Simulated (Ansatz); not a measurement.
For Sc2Co (I4/mcm, No. 140), LDA in Ansatz (PAW) gives:

```
Quantity               Value
-------------------  -------
lattice parameter a  6.121 Å
c axis length        5.489 Å
```

Problem. What does r²SCAN (plane waves, PAW; Ansatz, a first-principles code) give for the same quantities?

Solution. 
- lattice constant a: 6.276 Å (increases by 2.5 %)
- lattice parameter c: 5.629 Å (rises by 2.6 %)

Changes are worked out from the printed values.

Unless a cell is named, each level is at its own relaxed cell (LDA 17.14, r²SCAN 18.48 Å³/atom).

The crystal itself was run without spin with LDA, r²SCAN; a magnetic state was not tried in these runs.

Ansatz's density-functional and Hartree–Fock values are scalar-relativistic unless marked +SOC, with PAW data made under PBE.
